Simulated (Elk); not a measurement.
Band structure of ZrC (P6_3/mmc, 4 atoms in the cell).

```
ZrC
1.0
    3.47423     0.00000     0.00000
   -1.73712     3.00877     0.00000
    0.00000     0.00000     5.41913
Zr C
2 2
Cartesian
  0.00000   2.00585   1.35478
  1.73712   1.00292   4.06435
  0.00000   0.00000   0.00000
  0.00000   0.00000   2.70956
```

Computed with PBEsol, spin-orbit coupling in second variation, all-electron FP-LAPW, Elk's shipped species files, default APW+lo basis (Elk).

Settings: xctype = 22; spinorb = true; rgkmax = 7; stype = 3; swidth = 0.00183747 Ha; ngridk = 8 8 5; vkloff = 0.5 0.5 0.5; rmtscf = 0.97; lmaxi = 3; nempty = 10 per atom.

The starting cell comes from a database of computed structures (which also holds hypothetical and non-ambient phases and stackings), without a prior relaxation at this level. Its lattice was rescaled by a random factor within 2.5 % of one. Values depend on the basis (sphere radii, cutoffs, local orbitals), which need not be converged.

Levels in eV from the Fermi level, bands 29 to 36:
| point | 29 | 30 | 31 | 32 | 33 | 34 | 35 | 36 |
|---|---|---|---|---|---|---|---|---|
| Γ | -1.09 | -1.09 | 0.76 | 0.76 | 1.01 | 1.01 | 1.10 | 1.10 |
| M | -1.52 | -1.52 | -0.93 | -0.93 | 1.27 | 1.27 | 3.63 | 3.63 |
| K | -3.12 | -3.12 | 0.39 | 0.39 | 0.86 | 0.86 | 0.90 | 0.90 |
| A | -2.35 | -2.35 | -2.35 | -2.35 | 3.00 | 3.00 | 3.00 | 3.00 |
| L | -2.12 | -2.12 | -2.12 | -2.12 | 1.21 | 1.21 | 1.21 | 1.21 |
| H | -2.07 | -2.07 | -1.95 | -1.95 | 1.49 | 1.49 | 1.57 | 1.57 |

Bands cross the Fermi level along this path, so the cell is metallic at this level.

The net moment of the cell came out as 0.00 μB.
